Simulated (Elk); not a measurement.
A self-consistent single point of La2O3 (P-3m1, 5 atoms in the cell) with Elk.

Computed with PBE, all-electron FP-LAPW, Elk's shipped species files, default APW+lo basis (Elk 10.2.4).

The change in words: lattice scaled by 0.98. Reference geometry:
```
CELL_PARAMETERS angstrom
      1.92666    -3.33707     0.00000
      1.92666     3.33707     0.00000
      0.00000     0.00000     5.99514
ATOMIC_POSITIONS crystal
  La 0.33333 0.66667 0.24700
  La 0.66667 0.33333 0.75300
  O  0.00000 0.00000 0.00000
  O  0.33333 0.66667 0.64700
  O  0.66667 0.33333 0.35300
```

Reference input (self-consistent single point, DFT, PBE, all-electron FP-LAPW, Elk's shipped species files, default APW+lo basis): xctype = 20; swidth = 0.000734986 Ha; ngridk = 7 7 4; rmtscf = 0.89; maxscl = 100. This run's input differs from it in these lines:

```diff
@@ -16,5 +16,5 @@
 avec
-    3.6408597304   -6.3061540363    0.0000000000
-    3.6408597304    6.3061540363    0.0000000000
-    0.0000000000    0.0000000000   11.3291726788
+    3.5680429757   -6.1800317175    0.0000000000
+    3.5680429757    6.1800317175    0.0000000000
+    0.0000000000    0.0000000000   11.1025888473
```

Output, abridged:

```
│ Self-consistent loop started │
│ Loop number : 1 │
 total energy                :     -17246.4644145
│ Loop number : 2 │
 total energy                :     -17246.5261543
RMS change in Kohn-Sham potential (target) :    1.285732668     (  0.1000000000E-05)
Absolute change in total energy (target)   :   0.6173974222E-01 (  0.1000000000E-03)
│ Loop number : 3 │
 total energy                :     -17246.5400984
RMS change in Kohn-Sham potential (target) :    1.284393012     (  0.1000000000E-05)
Absolute change in total energy (target)   :   0.2937908233E-01 (  0.1000000000E-03)
│ Loop number : 4 │
   [... lines left out ...]
Absolute change in total energy (target)   :   0.8460752106E-03 (  0.1000000000E-03)
│ Loop number : 22 │
 total energy                :     -17221.6713774
RMS change in Kohn-Sham potential (target) :   0.1063332297E-05 (  0.1000000000E-05)
Absolute change in total energy (target)   :   0.2610758202E-03 (  0.1000000000E-03)
│ Loop number : 23 │
 total energy                :     -17221.6713676
RMS change in Kohn-Sham potential (target) :   0.8807676066E-06 (  0.1000000000E-05)
Absolute change in total energy (target)   :   0.5546828106E-04 (  0.1000000000E-03)
Convergence targets achieved

│ Loop number : 24 │

Energies :
 Fermi                       :     0.351684631515
 total energy                :     -17221.6713686

Density of states at Fermi energy :   0.1363025937E-06
 (states/Hartree/unit cell)

Estimated indirect band gap :   0.1478797230
 from k-point     28 to k-point      8
Estimated direct band gap   :   0.1517093754
 at k-point      8

Charges :
 core                        :    98.00000000
 valence                     :    40.00000000
 interstitial                :    8.348372242
 muffin-tins (core leakage)
  species :    1 (La)
   atom    1                 :    54.00781005     (  0.1182293368E-02)
   atom    2                 :    54.00781005     (  0.1182293368E-02)
  species :    2 (O)
   atom    1                 :    7.132168028     (  0.1011544559E-06)
   atom    2                 :    7.251919812     (  0.1029667847E-06)
   atom    3                 :    7.251919812     (  0.1029667847E-06)
 total in muffin-tins        :    129.6516278
 total calculated charge     :    138.0122221
 total charge                :    138.0000000
 error                       :   0.1222213105E-01

│ Self-consistent loop stopped │
```

The run converged in 24 iterations. The count includes the last loop, which Elk runs after its targets are met. Against the reference run the free energy rises by 113 meV/atom and the gap on the mesh goes from 4.057 to 4.024 eV.

The starting cell has typed, rounded lattice constants, without a prior relaxation at this level. Its lattice was rescaled by a random factor within 2.5 % of one. For this run, on top of that: lattice scaled by 0.98. Values depend on the basis (sphere radii, cutoffs, local orbitals), which need not be converged.
